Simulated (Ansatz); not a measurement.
Take Sn (space group I4_1/amd, No. 141; relaxed with 0.1 eV smearing) as the base.

```xyz
2
Lattice="-2.9433 2.9433 1.5932 2.9433 -2.9433 1.5932 2.9433 2.9433 -1.5932" Properties=species:S:1:pos:R:3 pbc="T T T"
Sn     0.0000     2.9433     0.7966
Sn     0.0000     0.0000     0.0000
```

Cartesian axes are those of the cell as printed.

Computed with r2SCAN (Ansatz, a program for electronic structure, PAW, no spin-orbit coupling).

Before the change:

- Pressure = 0.0 GPa
- Shortest interatomic distance = 3.049 Å
- Band gap = zero

One thing is altered: uniaxial strain ε_zz = +2.94 %, all other strain components held at zero; the atoms relax in the strained cell.

Question: What happens to the energy relative to the base, pressure, shortest interatomic distance and band gap?

Answer: The energy grows by 6.1 meV/atom; the pressure (mean of the normal stresses, compression positive) goes from zero to -1.4 GPa; the shortest interatomic distance rises by 0.006 Å, from 3.049 Å to 3.055 Å; the band gap remains zero.

Stability against distortions was not tested.
